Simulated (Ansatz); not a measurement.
Several settings converged on Zn2SeS (Pmm2, 4 atoms in the cell)

```
CELL_PARAMETERS angstrom
      3.92102     0.00000     0.00000
      0.00000     3.92102     0.00000
      0.00000     0.00000     5.53869
ATOMIC_POSITIONS crystal
  Zn 0.50000 0.00000 0.77209
  Zn 0.00000 0.50000 0.23694
  Se 0.00000 0.00000 0.50000
  S  0.50000 0.50000 0.00000
```

Base method: PBEsol, default PAW files made with PBE (plane waves; Ansatz, a program for electronic structure).

Base settings: basis.ecutwfc = 420 eV; kpoints.mp_grid.grid = 5 5 4; hamiltonian.xc = pbesol; hamiltonian.pseudopotentials = {kind: paw} (the program's default PAW files); scf.occupations.method = fixed.

The count of work is k-points × plane waves × bands × iterations; it is no time. 

**The cutoff for other potential files**

Level: DFT, PBEsol, plane waves, harder PAW files (source: ansatz) made with PBE.

In this ladder: hamiltonian.pseudopotentials = {kind: paw, source: ansatz}.

The second cell is the first with its lattice scaled by 0.98.

The mesh stays at the base's, so the ladder's end is converged at best in this setting alone.

The first pressure column holds Ansatz's estimate of the finite-basis (Pulay) stress, which hides part of the cutoff error; the other is without it.

Only quantities that move along the ladder and can be compared are tabulated.

```tsv
basis.ecutwfc	free energy less the last step's (meV/atom)	energy of the compressed cell less the first (meV/atom)	pressure (GPa)	pressure without the Pulay estimate (GPa)	largest difference of a force vector from the last step's (eV/Å)	count of work / last
295 eV	14942.41	-47.88	-0.99	-561.48	0.154	0.11
365 eV	2387.00	31.82	-1.35	-119.73	0.022	0.13
460 eV	150.40	3.20	-1.69	-12.75	0.003	0.21
560 eV	3.90	2.72	-1.75	-2.20	0.000	0.27
660 eV	0.33	2.64	-1.75	-1.76	0.000	0.35
790 eV	0.20	2.64	-1.75	-1.76	0.000	0.51
990 eV	0.08	2.63	-1.75	-1.76	0.000	0.65
1320 eV	0.00	2.63	-1.76	-1.76	0.000	1.0
```

Coarsest basis.ecutwfc that holds the pressure within 0.1 GPa of the last step, with all finer ones: 460 eV, at 0.21 of the last step's count of work; the step before is off by 0.41 GPa.

Coarsest basis.ecutwfc that holds the pressure without the Pulay estimate within 1 GPa of the last step, with all finer ones: 560 eV, at 0.27 of the last step's count of work; the step before is off by 11 GPa.

Coarsest basis.ecutwfc that holds the free energy within 0.5 meV/atom of the last step, with all finer ones: 660 eV, at 0.35 of the last step's count of work; the step before is off by 3.9 meV/atom.

The energy difference between the two cells stays within 1 meV/atom of the last step's from 460 eV on, the total only from 660 eV on: much of the error is common to both cells and cancels.

At the lowest cutoff the pressure without the Pulay estimate lies 560 GPa under the last step's, the usual sign of Pulay stress in an incomplete plane-wave basis.

**The density cutoff**

The mesh stays at the base's, so the ladder's end is converged at best in this setting alone.

Only quantities that move along the ladder and can be compared are tabulated.

| basis.ecutrho_ratio | free energy less the last step's (meV/atom) | pressure (GPa) | largest difference of a force vector from the last step's (eV/Å) |
|---|---|---|---|
| 2 | -7.13 | -1.42 | 0.010 |
| 3 | -0.11 | -1.76 | 0.000 |
| 4 | 0.00 | -1.77 | 0.000 |
| 5 | 0.00 | -1.77 | 0.000 |
| 6 | 0.00 | -1.77 | 0.000 |
| 8 | 0.00 | -1.77 | 0.000 |
| 10 | 0.00 | -1.77 | 0.000 |
| 12 | 0.00 | -1.77 | 0.000 |
| 16 | 0.00 | -1.77 | 0.000 |

Coarsest basis.ecutrho_ratio that holds the free energy within 0.5 meV/atom of the last step, with all finer ones: 3; the step before is off by 7.1 meV/atom.

Coarsest basis.ecutrho_ratio that holds the pressure within 0.05 GPa of the last step, with all finer ones: 3; the step before is off by 0.35 GPa.

Coarsest basis.ecutrho_ratio that holds the forces within 0.005 eV/Å of the last step, with all finer ones: 3; the step before is off by 0.010 eV/Å.

**The relaxed cell against the cutoff**

On Zn2SeS (P-4m2, 4 atoms in the cell): atoms on their sites.

In this ladder: relax = cell and atoms.

The mesh stays at the base's, so the ladder's end is converged at best in this setting alone.

Only quantities that move along the ladder and can be compared are tabulated.

```csv
basis.ecutwfc,relaxed volume (Å³/atom),relaxation steps
210 eV,20.844,56
250 eV,21.054,16
295 eV,20.793,11
355 eV,20.761,6
420 eV,20.734,4
505 eV,20.733,4
630 eV,20.732,4
840 eV,20.731,4
```

Coarsest basis.ecutwfc that holds the relaxed volume within 0.041 Å³/atom of the last step, with all finer ones: 355 eV; the step before is off by 0.061 Å³/atom.

At the lowest cutoff the cell relaxes to a volume 0.5 % larger than at the highest. Ansatz relaxes on a stress corrected for the finite basis.

On the base run: the starting cell comes from a database of computed structures (which also holds hypothetical and non-ambient phases and stackings), without a prior relaxation at this level. Its lattice was rescaled by up to half a per cent. One atom was moved a little off its site on purpose.

Keys are those of Ansatz 0.2.
